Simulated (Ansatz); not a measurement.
**Response to strain in CuAu**

Base system: CuAu (space group P4/mmm, No. 123; relaxed with 0.1 eV smearing).

```
CELL_PARAMETERS angstrom
      2.86941     0.00000     0.00000
      0.00000     2.86941     0.00000
      0.00000     0.00000     3.64523
ATOMIC_POSITIONS crystal
  Cu 0.00000 0.00000 0.00000
  Au 0.50000 0.50000 0.50000
```

Strains are applied to the cell and any free atomic positions relax.

Computed with PBE (Ansatz, a first-principles code), without spin-orbit coupling.

Notes on the quantities. energy relative to the base: free energy F; pressure: mean of the normal stresses, compression positive.

```csv
case,energy relative to the base,pressure,shortest interatomic distance
base,0 meV/atom,0.0 GPa,5.154 bohr
isotropic strain −3.00 %,+61 meV/atom,16.5 GPa,4.999 bohr
isotropic strain −2.50 %,+41 meV/atom,13.1 GPa,5.025 bohr
isotropic strain −2.00 %,?,10.1 GPa,5.051 bohr
isotropic strain −1.50 %,+14 meV/atom,7.2 GPa,5.077 bohr
isotropic strain −1.00 %,+6.2 meV/atom,?,5.102 bohr
isotropic strain −0.50 %,+1.5 meV/atom,2.2 GPa,5.128 bohr
isotropic strain +1.00 %,+5.7 meV/atom,-3.9 GPa,5.206 bohr
isotropic strain +1.50 %,+12 meV/atom,-5.5 GPa,5.231 bohr
isotropic strain +2.50 %,+33 meV/atom,?,5.283 bohr
```

Problem. What belongs in the blanks?

Solution. 
- isotropic strain −2.00 %, energy relative to the base: +26 meV/atom
- isotropic strain −1.00 %, pressure: 4.6 GPa
- isotropic strain +2.50 %, pressure: -8.5 GPa

Whether these cells are dynamically stable was not tested. The final runs are not spin-polarised.
